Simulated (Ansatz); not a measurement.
A working Ansatz (a quantum-chemistry and plane-wave program) input for YCo₂B₄Rh₂ (P4_2mc, 18 atoms in the cell) (DFT, PBEsol, plane waves, default PAW files made with PBE):

Ansatz 0.2 input:
```yaml
# YCo2(B2Rh)2
crystal:
  lattice:
    - [5.224731, 0.000000, 0.000000]
    - [0.000000, 5.224731, 0.000000]
    - [0.000000, 0.000000, 7.248425]
  atoms:
    - { symbol: Y, position_ang: [2.612366, 0.000000, 1.859004] }
    - { symbol: Y, position_ang: [0.000000, 2.612366, 5.483216] }
    - { symbol: Co, position_ang: [3.928998, 2.612366, 0.777684] }
    - { symbol: Co, position_ang: [2.612366, 3.928998, 4.401896] }
    - { symbol: Co, position_ang: [1.295733, 2.612366, 0.777684] }
    - { symbol: Co, position_ang: [2.612366, 1.295733, 4.401896] }
    - { symbol: B, position_ang: [1.755196, 2.612366, 2.933728] }
    - { symbol: B, position_ang: [2.612366, 1.755196, 6.557940] }
    - { symbol: B, position_ang: [3.469535, 2.612366, 2.933728] }
    - { symbol: B, position_ang: [2.612366, 3.469535, 6.557940] }
    - { symbol: B, position_ang: [0.958947, 0.000000, 4.307232] }
    - { symbol: B, position_ang: [0.000000, 0.958947, 0.683019] }
    - { symbol: B, position_ang: [4.265784, 0.000000, 4.307232] }
    - { symbol: B, position_ang: [0.000000, 4.265784, 0.683019] }
    - { symbol: Rh, position_ang: [3.902717, 0.000000, 6.454722] }
    - { symbol: Rh, position_ang: [0.000000, 3.902717, 2.830510] }
    - { symbol: Rh, position_ang: [1.322014, 0.000000, 6.454722] }
    - { symbol: Rh, position_ang: [0.000000, 1.322014, 2.830510] }
basis:
  ecutwfc: 30.9 Ry
kpoints:
  mp_grid:
    grid: [4, 4, 3]
    shift: [0.5, 0.5, 0.5]
hamiltonian:
  xc: pbesol
  pseudopotentials:
    kind: paw
scf:
  occupations:
    method: cold
    width: 0.0147 Ry
output:
  forces: true
  eigenvalues: true
  stress: true
```

The run converged in 8 iterations: free energy E − TS (on the zero of these files) -54548.2128 eV; Fermi level (on the code's own zero) 16.47 eV; pressure -10.15 GPa; largest force (vector length) 0.270 eV/Å. Each of these slips is then made, one at a time:

(1)
```diff
+  max_iter: 3
```

(2)
```diff
-    method: cold
-    width: 0.0147 Ry
+    method: fixed
```

Task: What happens in each case?

Result: 
(1) An iteration limit that is too low. The run ended unconverged after 3 iterations.
```
did not converge after 3 iterations: dr2 = 3.89e-3 (threshold 1.00e-7), under the density mixer `msr1`, which `scf.mixing.algorithm: auto` chose by the deck's other keys (type `scf.mixing.algorithm: msr1` to keep it); raise `scf.max_iter`, which need not help a stalled SCF, or adjust the mixing (`scf.mixing`) or, under a smearing, its width (`scf.o [...]
```

(2) Fixed (insulator-type) occupations in a metal. The run converged in 16 iterations without an error; against the sound input the free energy rises by 10.6 meV/atom, the pressure hardly changes (-10.15 to -10.07 GPa) and the largest force goes from 0.270 to 0.131 eV/Å. The full log also holds (shortened here): “WARN: iter 1: σ=0 fill of 91 bands saw a band overlap (occupied 16.7925 eV > unoccupied 16.2528 eV) — on an unconverged iterate often a transient of an (band_overlap_at_count)”.

The starting cell comes from a database of computed structures (which also holds hypothetical and non-ambient phases and stackings), without a prior relaxation at this level. Its lattice was rescaled by a random factor within 2.5 % of one. Spin polarisation is off. In the base run, with a pressure of about -10 GPa the cell is away from its equilibrium volume at this level. Ansatz's pressure includes its estimate of the finite-basis (Pulay) stress.

Left out of this page: 5 runs of the series outside the window shown, repeating another row's setting, or not comparable.
